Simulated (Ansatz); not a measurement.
A worked fit of the energy against the cutoff, with one run withheld: WC (P3m1, 2 atoms in the cell)

```
WC
1.0
    1.46227    -2.53274     0.00000
    1.46227     2.53274     0.00000
    0.00000     0.00000     2.85420
W C
1 1
Direct
  0.00000   0.00000   0.01752
  0.33333   0.66667   0.50000
```

Computed with LDA (PW92), PAW files made with PBE (plane waves; Ansatz, an electronic-structure program).

Base settings: basis.ecutwfc = 420 eV; kpoints.mp_grid.grid = 13 13 12; hamiltonian.xc = lda; hamiltonian.pseudopotentials = {kind: paw} (the program's default PAW files); scf.occupations.method = gaussian; scf.occupations.width = 0.1 eV.

The last step of the ladder, which sets the zero, is basis.ecutwfc = 1010 eV.

The starting cell has typed, rounded lattice constants, without a prior relaxation at this level. Its lattice was rescaled by up to half a per cent. One atom was moved a little off its site on purpose. Spin polarisation is off.

An empirical form for the window shown: the miss falls exponentially with the largest wave vector, which goes as √cutoff: ln(ΔF) = a + b·√cutoff.

| basis.ecutwfc | √cutoff (√eV) | F less the last step's (meV/atom) | ln of it |
|---|---|---|---|
| 210 eV | 14.491 | 1350.24 | 7.208 |
| 230 eV | 15.166 | 709.58 | 6.565 |
| 250 eV | 15.811 | ? | ? |
| 295 eV | 17.176 | 85.74 | 4.451 |
| 335 eV | 18.303 | 24.05 | 3.180 |

Question: Fit the line to the 4 rows given and predict the withheld one.

Answer: Means: x̄ = 16.284, ȳ = 5.3510. Σ(x − x̄)(y − ȳ) = -9.873 and Σ(x − x̄)² = 9.337, so b = -1.057 and a = ȳ − b·x̄ = 22.563; ΔF halves for each 0.66 in √cutoff. The largest residual of the fitted rows is 0.043. At x = 15.811 the line gives 5.851, that is 348 meV/atom. The run gave 374.21 meV/atom, a miss of 26.21 meV/atom (7 %). The table is a window of a longer ladder. The rows were chosen because the form fits them, the withheld one included, so this shows the method and is no test of the form.

Left out of this page: 10 runs of the series outside the window shown, repeating another row's setting, or not comparable.

Keys are those of Ansatz 0.2.
